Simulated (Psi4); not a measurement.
Psi4 1.11, PBE0/def2-svpd: W(NH)(S)(F)(Cl) ([NH]=[W]([F])(=[S])[Cl]), 6 atoms. The geometry is a generated start, not checked to be a minimum at this level.

```
Property                                              Value
--------------------------  -------------------------------
task                                                 energy
method                                                 pbe0
basis                                             def2-svpd
memory                                                 3 GB
maxiter                                                 100
keys of the molecule block                      symmetry c1
scf_type                                       df (default)
guess                        auto, which took SAD (default)
scf_initial_accelerator                     adiis (default)
e_convergence                               1e-06 (default)
d_convergence                               1e-06 (default)
dft_radial_points                              75 (default)
dft_spherical_points                          302 (default)
effective core potentials   those of the basis set, past Kr
basis functions                                         140
grid points                                          130513
```

```xyz
6

W     -0.2220     0.2067     0.2463
N      0.4899    -0.7703    -1.0446
H      0.9601    -1.3840    -1.7131
S      0.8216    -0.2239     2.1099
F     -2.0268    -0.1627     0.5598
Cl    -0.0229     2.3343    -0.1582
```

Charge 0 and multiplicity 1 are set for this test and not shown to be the ground state.

One run each on 2 threads. Values of diis_max_vecs tried: 3, 6, 10 (default), 20.

Which value of diis_max_vecs needs the fewest SCF iterations, and what happens away from it?

Fewest SCF iterations, within one of each other: 6 with 11, 10 (default) with 11, 20 with 11. The count rises to 71 at 3. All converge to one solution.

```tsv
diis_max_vecs	SCF iterations	end
3	71	same solution
6	11	same solution
10 (default)	11	same solution
20	11	same solution
```
